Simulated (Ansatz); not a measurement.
Ag: energy against strain

Ag (fcc, Fm-3m, 16.655 Å³/atom at rest, cube axes along x, y and z) under a strain ε along a cube axis (axis z), the other axes held. PBEsol in Ansatz, a plane-wave DFT program (PAW, default set), 420 eV, 28×28×28 Γ-centred mesh, Fermi-Dirac smearing 0.10 eV; ions are relaxed within the symmetry of each cell.

Here s stands for strain and y for E less E0.

```csv
strain (%),E less E0 (meV/atom)
-3.00,?
-1.50,1.72
-1.00,0.74
-0.50,0.17
0.00,0.00
0.50,0.21
1.00,0.79
1.50,1.73
```

Question: Fit y against s with a parabola, and predict the withheld value at s = -3.00.

Answer: Least squares gives y = -0.001 + 0.0121·s + 0.7671·s². Residuals (row less fit): 0.013, -0.014, -0.015, 0.001, 0.013, 0.012, -0.013; standard error 0.016 (degrees of freedom: 4). Twice the quadratic coefficient over the volume, 2 × 0.7671 meV × 10⁴ × 0.1602 / 16.655 Å³, is the elastic constant C11 = 148 ± 1.4 GPa. At the withheld row, y = -0.001 + 0.0121 × (-3.0) + 0.7671 × (-3.0)² = 6.867 meV/atom. The calculation gives 7.19 meV/atom, 0.323 meV/atom above the prediction (4.5 % of the range of y in the table). The row lies outside the fitted rows, so this is an extrapolation. From the scatter of the fitted rows alone, a prediction at this place has a standard error of 0.063 meV/atom, so the miss is 5.1 times that.

One order more, fitted to all 13 runs of the series, follows each within 0.01, so the miss is the next term of a smooth law. In a metal these values are sensitive to mesh and smearing; energies are taken to zero smearing, stresses follow the free energy. Rows are the converged runs of the series near zero and its far end; series whose fitted rows scatter by over a few per cent of the range, as at a crossing or softening among them, aren't shown in this form. Most that stay on the fit to the last digits aren't either.
